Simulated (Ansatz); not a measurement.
W on the 1x1 (100) surface of rock-salt MgO (cut with top plane Mg + O), one in a 2x2 cell, energies for each (36.2 Å²). Energies are against an atom of bcc W, without zero-point or thermal terms; each row is named by its start.

Host crystal: rock-salt MgO, with a band gap (PBE, scalar-relativistic without spin-orbit coupling).

Computed with PBE (plane waves to 420 eV, PAW; Ansatz, a quantum-chemistry and plane-wave program).

Model: 33-atom slab, 6.4 Å thick at the start under the adsorbate (thin: gaps and levels are the slab's own), 3x3x1 mesh, Fermi-Dirac 0.01 eV, dipole correction, 16 atoms held, the rest relaxed; each run with such symmetry as its start has; spin-polarised, no spin-orbit, no U, no dispersion correction.

A negative adsorption energy means that the adsorbate is more stable on the surface than in its reference. Starts that drift may end in the same place. Heights count from the host atoms within 0.3 Å of the top one.

```
starting site             E_ads (eV)  height (Å)  nearest host atom (Å)  bonded to  change of the vacuum step (eV)  lateral drift (Å)  moment (μB)
------------------------  ----------  ----------  ---------------------  ---------  ------------------------------  -----------------  -----------
top O                           7.09        2.14                 O 2.02   4 Mg + O                            1.07                0.0          4.0
top Mg                          8.17        3.06                Mg 3.09         Mg                            0.24                0.0          6.0
hollow Mg-Mg-O-O                8.03        2.68                 O 3.05       2 Mg                            0.81                0.0          6.0
bridge Mg-O (span 2.1 Å)        7.09        2.13                 O 2.02   4 Mg + O                            1.07                1.1          4.0
```
